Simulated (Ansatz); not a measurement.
System: CsCl-type CuZn. Method: PBE-D3(BJ) in Ansatz (PAW).

Settings: plane-wave cutoff 500 eV, 18×18×18 k mesh, Fermi–Dirac smearing 0.1 eV, no spin polarisation, scalar-relativistic PAW data made under PBE.

Computed at the level's own relaxed cell.

Question: Predict the equilibrium volume per atom and equilibrium lattice constant a.

Answer: 
* **equilibrium volume per atom**: 12.33 Å³/atom
* **equilibrium lattice constant a**: 2.911 Å

Measured, for comparison: equilibrium volume per atom 12.93 Å³/atom, lattice constant a 2.958 Å (temperature not stated, not corrected to a static lattice; as tabulated in First-Principles Study on the Electrical and Thermal Conductivities of Cu–Zn …). Computed (rounded) less measured: equilibrium volume per atom -4.6 %, lattice constant a -1.6 %. A static lattice is as a rule a little smaller and stiffer than an uncorrected measurement, which narrows the difference in the lattice constant a and would widen misses of the other sign.

Ansatz is an electronic-structure program.
